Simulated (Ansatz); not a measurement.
**Alloy series in Ba**

The parent structure is Ba in the bcc (W type) structure (space group Im-3m, No. 229; a = 4.8826 Å).

The other end (x = 1) is Sr in the bcc (W type) structure (space group Im-3m, No. 229; a model cell): 51.09 Å³/atom, gap zero; this end may not be an ambient phase.

Sr replaces a fraction x of Ba; each row is one arrangement (x, atoms in the cell, starting space group or random), fully relaxed.

Method: PBEsol/PAW in Ansatz (an electronic-structure program), scalar-relativistic without spin-orbit coupling.

Candidates:
(a) x(Sr) = 0.25, 4 atoms, P2/m
(b) x(Sr) = 0.75, 4 atoms, Immm
(c) x(Sr) = 0.25, 4 atoms, Fm-3m
(d) x(Sr) = 0.25, 4 atoms, Immm

For the base:

| Property | Value |
|---|---|
| Shortest interatomic distance | 4.228 Å |

### Question
Order them by shortest interatomic distance, highest first.

### Answer
(c) x(Sr) = 0.25, 4 atoms, Fm-3m (4.185 Å), (d) x(Sr) = 0.25, 4 atoms, Immm (4.181 Å), (a) x(Sr) = 0.25, 4 atoms, P2/m (4.154 Å), (b) x(Sr) = 0.75, 4 atoms, Immm (4.064 Å)

Each cell is one ordered arrangement of few atoms, which overstates ordering effects compared with a random alloy. No phonon test of stability was made. This is not the structure that Sr has at room temperature and ambient pressure.
